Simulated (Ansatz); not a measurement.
The reference is Nb in the bcc (W type) structure (space group Im-3m, No. 229; relaxed with 0.1 eV smearing).

```xyz
1
Lattice="-1.6365 1.6365 1.6365 1.6365 -1.6365 1.6365 1.6365 1.6365 -1.6365" Properties=species:S:1:pos:R:3 pbc="T T T"
Nb     0.0000     0.0000     0.0000
```

Cartesian axes are those of the cell as printed.

All numbers come from PBEsol, PAW, 420 eV (Ansatz, a quantum-chemistry and plane-wave program; no SOC), earlier PAW set.

Strains are applied to the cell and any free atomic positions relax; under biaxial strain the out-of-plane vector relaxes too.

One change was made to it. Results:

The energy rises by 0.3 meV/atom; the shortest interatomic distance falls by 0.018 Å (2.835 Å → 2.817 Å).

Question: What was done to the base?
A. biaxial strain −2.34 %, plane normal [111], relaxed out of plane
B. isotropic strain −1.37 %
C. isotropic strain −3.69 %
D. tensor shear ε_yz = +0.93 %

Answer: D, tensor shear ε_yz = +0.93 %. For comparison, the energy relative to the base in the other runs: isotropic strain −1.37 % gives +17 meV/atom; isotropic strain −3.69 % gives +134 meV/atom; biaxial strain −2.34 %, plane normal [111], relaxed out of plane gives +6.1 meV/atom.

No phonon test of stability was made. The base started in P-1 and relaxed to Im-3m at this level. The final runs are not spin-polarised.
